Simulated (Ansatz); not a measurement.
## BP, carrier doping

Consider BP in the zinc blende structure (space group F-43m, No. 216; a = 4.536 Å).

Carriers are added at fixed cell with a uniform background; the Fermi–Dirac width is that of 300 K.

The values are results of r2SCAN, PAW, 500 eV (Ansatz, a first-principles code; spin-orbit coupling left out), earlier PAW set, not measurements.

Notes on the quantities. Fermi level from band edge: Fermi level relative to the doped band's edge (positive inside the band; to 0.05 eV).

```csv
hole density (10^21 cm⁻³),Fermi level from band edge (eV)
0.7,0.25
1.5,?
2,0.45
5,0.80
```

Problem. Fit E_F = C n^s, fitted as a line in log–log form (a parabolic band gives s = 2/3) to the rows shown and predict the withheld row.

Solution. Least squares on the printed values gives C = 0.31 eV, s = 0.59 (largest residual 0.01 eV); this predicts 0.39 eV, and the run gives 0.40 eV, in agreement.

Carriers are added with a uniform compensating background; total energy and stress of such cells depend on the potential's zero and are not compared; many-body gap narrowing is missing at this level. Stability against distortions was not tested.
